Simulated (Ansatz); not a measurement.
The starting structures come from a database of crystals and need not be the phases stable at ambient conditions.

 Where the default PAW files enter, the runs use the earlier of Ansatz's two default sets.

The decay constant κ of evanescent states in the gap governs leakage through a thin film.

Here is the system:

```
PdCl6H8N2
1.0
    6.89023     0.00000     0.00000
    0.00000     6.89023     0.00000
    3.44511    -3.44511     4.87213
H Pd N Cl
8 1 2 6
Direct
  0.31111   0.31111   0.37778
  0.68889   0.68889   0.62222
  0.68889   0.68889   0.37778
  0.31111   0.31111   0.62222
  0.31111   0.06667   0.37778
  0.68889   0.93333   0.62222
  0.93333   0.68889   0.37778
  0.06667   0.31111   0.62222
  0.00000   0.00000   0.00000
  0.25000   0.25000   0.50000
  0.75000   0.75000   0.50000
  0.24026   0.75974   0.51948
  0.75974   0.24026   0.48052
  0.75974   0.75974   0.00000
  0.24026   0.24026   0.00000
  0.24026   0.75974   0.00000
  0.75974   0.24026   0.00000
```

Space group of this cell: Fm-3m. The cell was relaxed by PBE-D3(BJ).

Transport runs along the normal of the first two printed cell vectors, the (001) plane of the conventional cell.

The gap is the functional's own, uncorrected, and κ follows it; spin-orbit coupling is left out. Mid-gap values are interpolated between the computed energies.

Q: Compute, with r2SCAN in Ansatz (a quantum-chemistry and plane-wave program), the band gap and the smallest decay constant κ at mid-gap.

A: Gap 1.18 eV on a 6×6×6 mesh; κ = 0.245 1/Å, at (0.500, 0.500) of the in-plane reciprocal vectors. At the zone centre, at the nearest computed energy, the slowest state has κ = 0.27 1/Å.
